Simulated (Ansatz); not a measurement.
This Ansatz (an electronic-structure program) input is the reference run, PdGe (space group Pnma, No. 62), computed with Ansatz, r2SCAN, PAW, cutoff 500 eV, without spin-orbit coupling, earlier PAW set:

Ansatz 0.2 input:
```yaml
crystal:
  lattice:
    - [5.7781256063, 0, 0]
    - [0, 3.562871197, 0]
    - [0, 0, 6.2794713828]
  atoms:
    - { symbol: Ge, position: [0.8144303712, 0.75, 0.5779180627] }
    - { symbol: Ge, position: [0.1855696288, 0.25, 0.4220819373] }
    - { symbol: Ge, position: [0.6855696288, 0.25, 0.0779180627] }
    - { symbol: Ge, position: [0.3144303712, 0.75, 0.9220819373] }
    - { symbol: Pd, position: [0.9967716048, 0.75, 0.1911791754] }
    - { symbol: Pd, position: [0.0032283952, 0.25, 0.8088208246] }
    - { symbol: Pd, position: [0.5032283952, 0.25, 0.6911791754] }
    - { symbol: Pd, position: [0.4967716048, 0.75, 0.3088208246] }
basis: { ecutwfc: 500, ecutrho_ratio: 4, xc_grid: 4, fft_grid_basis: typed }
kpoints: { mp_grid: { grid: [8, 13, 8] } }
hamiltonian:
  xc: r2scan
  dispersion: none
  pseudopotentials: { azcp: { folder: ./paw }, kind: paw }
scf: { occupations: { method: fermi_dirac, width: 0.05 }, convergence: { dr2_threshold: 0.0000000008 } }
output: { forces: true, stress: true }
```

**Question.** Write the input for this change: compressive biaxial strain of 2.33 % in the plane normal to [001], as in epitaxy on a mismatched substrate; the out-of-plane cell vector and the atoms relax.

**Answer.** 
Ansatz 0.2 input:
```yaml
crystal:
  lattice:
    - [3.4798562981, 0, 0]
    - [0, 5.6434952797, 0]
    - [0, 0, 6.3526272244]
  atoms:
    - { symbol: Ge, position: [0.75, 0.1855696288, 0.5779180627] }
    - { symbol: Ge, position: [0.25, 0.8144303712, 0.4220819373] }
    - { symbol: Ge, position: [0.25, 0.3144303712, 0.0779180627] }
    - { symbol: Ge, position: [0.75, 0.6855696288, 0.9220819373] }
    - { symbol: Pd, position: [0.75, 0.0032283952, 0.1911791754] }
    - { symbol: Pd, position: [0.25, 0.9967716048, 0.8088208246] }
    - { symbol: Pd, position: [0.25, 0.4967716048, 0.6911791754] }
    - { symbol: Pd, position: [0.75, 0.5032283952, 0.3088208246] }
basis: { ecutwfc: 500, ecutrho_ratio: 4, xc_grid: 4, fft_grid_basis: typed }
kpoints: { mp_grid: { grid: [13, 8, 8] } }
hamiltonian:
  xc: r2scan
  dispersion: none
  pseudopotentials: { azcp: { folder: ./paw }, kind: paw }
scf: { occupations: { method: fermi_dirac, width: 0.05 } }
relax: { f_tol: 0.005, max_steps: 50, cell: { stress_tol: 0.01, fix: [a, b, gamma] } }
output: { forces: true, stress: true }
checkpoint: { write: state.ck, write_every: 1000 }
```
This is the input that was run; other choices of cell and start would serve too.

Without a gap, meshes like the base's 8×13×8 leave anisotropic stresses uncertain by several tenths of a GPa, and small strain energies with them. Whether these cells are dynamically stable was not tested. The final runs are not spin-polarised.
